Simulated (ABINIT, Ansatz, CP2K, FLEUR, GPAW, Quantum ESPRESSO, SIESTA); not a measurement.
Hf2Ga3Ni (Cm, 6 atoms in the cell) computed with different codes at matched settings

Self-consistent single point.

```
Hf2Ga3Ni
1.0
    4.87170    -2.07742     0.00000
    4.87170     2.07742     0.00000
   -4.20740     0.00000     4.87947
Hf Ga Ni
2 3 1
Cartesian
  4.05998   0.00000   1.37416
  1.49025   0.00000   3.42778
  6.94316   0.00000   1.59890
  4.38450   0.00000   4.21054
  1.12565   0.00000   0.51064
 -1.39547   0.00000   3.51639
```

All programs got the same cell, k-point mesh and kind of occupations (in Ansatz's words: kpoints.mp_grid.grid = 4 4 3; scf.occupations.method = gaussian; scf.occupations.width = 0.0073 Ry); potentials, basis and cutoffs are each program's usual ones.

| code | model | pressure (GPa) | largest force (eV/Å) | k-points | cutoff |
|---|---|---|---|---|---|
| GPAW | LDA (Perdew-Wang 92), GPAW PAW datasets LDA (gpaw-data 1.0.1) | -7.95 | 0.236 | 17 | 800 eV |
| FLEUR | LDA (Perdew-Zunger), all-electron FLAPW (FLEUR), scalar-relativistic valence | – | 0.191 | 17 | Kmax 3.9 1/bohr |
| CP2K | LDA (Pade form), GPW, DZVP-MOLOPT-SR-GTH basis, GTH-PADE potentials (GTH_POTENTIALS) | -15.77 | 0.335 | 26 | grid 600 Ry |
| Quantum ESPRESSO | LDA (PZ), GBRV 1.5 ultrasoft (LDA) pseudopotentials | -9.16 | 0.184 | 17 | 50 Ry |
| Ansatz | LDA (PW92), PAW files made with PBE | -9.10 | 0.187 | 17 | default |
| ABINIT | LDA (PW92), PAW (JTH v2.0 LDA PAW) | -10.71 | 0.175 | 17 | 816 eV |
| SIESTA | LDA PW92, numerical atomic orbitals DZP, PseudoDojo LDA standard norm-conserving potentials (rewritten from UPF to PSML) | -9.98 | 0.248 | 28 | grid 300 Ry |

Size of the force on each atom (eV/Å): Sizes of forces hide their directions.

```
code                Hf1    Hf2    Ga3    Ga4    Ga5    Ni6
----------------  -----  -----  -----  -----  -----  -----
GPAW              0.128  0.102  0.157  0.236  0.122  0.094
FLEUR             0.138  0.105  0.098  0.191  0.116  0.102
CP2K              0.234  0.196  0.335  0.312  0.101  0.104
Quantum ESPRESSO  0.132  0.099  0.091  0.184  0.111  0.096
Ansatz            0.130  0.102  0.094  0.187  0.115  0.099
ABINIT            0.133  0.103  0.085  0.175  0.106  0.095
SIESTA            0.076  0.105  0.135  0.248  0.073  0.112
```

A dash marks a value that a program does not give, or that is left out as unsure.

The spread over the programs that give each value: pressure within 7.82 GPa; largest force within 0.160 eV/Å.

The starting cell comes from a database of computed structures (which also holds hypothetical and non-ambient phases and stackings), without a prior relaxation at this level. On Ansatz's run: Spin-orbit coupling is off. Spin polarisation is off. In the base run, with a pressure of about -9 GPa the cell is away from its equilibrium volume at this level. Without a gap this mesh is coarse (it stands for a supercell whose shortest vector is 17 Å).

Q: Why do the programs differ, and what cannot be compared?

A: Differences of this kind can come from the potentials, where these differ, and from what each basis and cutoff leave unconverged. The valence holds different numbers of electrons (GPAW 49, FLEUR 107, CP2K 81, Quantum ESPRESSO 99, Ansatz (a program for electronic structure) 109, ABINIT 81, SIESTA 81). The zero of total energies and Fermi levels follows the potentials and each program's conventions, so they are not compared here. CP2K and SIESTA use small atom-centred bases, whose incompleteness enters pressures, forces and empty levels differently from a plane-wave cutoff. FLEUR treats all electrons, but the usual bases taken here (sphere radii, linearisation, local orbitals, empty states) were not tested for convergence, so the values are no reference for the others. Ansatz's pressure is given at a fixed set of plane waves, as the other plane-wave codes print theirs; with its correction for the finite basis it is -9.07 GPa. Ansatz's smearing width was typed in Ry to four decimals, so it matches the others to a few per cent. The same LDA comes in different parametrisations, which differ slightly. The programs reduce the same mesh by symmetry to different extents, which changes the work and not the result. In the pressure, GPAW (by 1.18), CP2K (by 6.64) and ABINIT (by 1.58) lie more than 1 GPa from the median of the plane-wave programs. In the force vectors, CP2K (by 0.248) and SIESTA (by 0.119) lie more than 0.08 eV/Å from the median of the plane-wave programs.

The shared mesh is coarse (it stands for a supercell whose shortest vector is 17 Å), so the values are not converged in it.

Left out of this page: Elk (not drawn, or without a comparable value).

Keys are those of Ansatz 0.2.
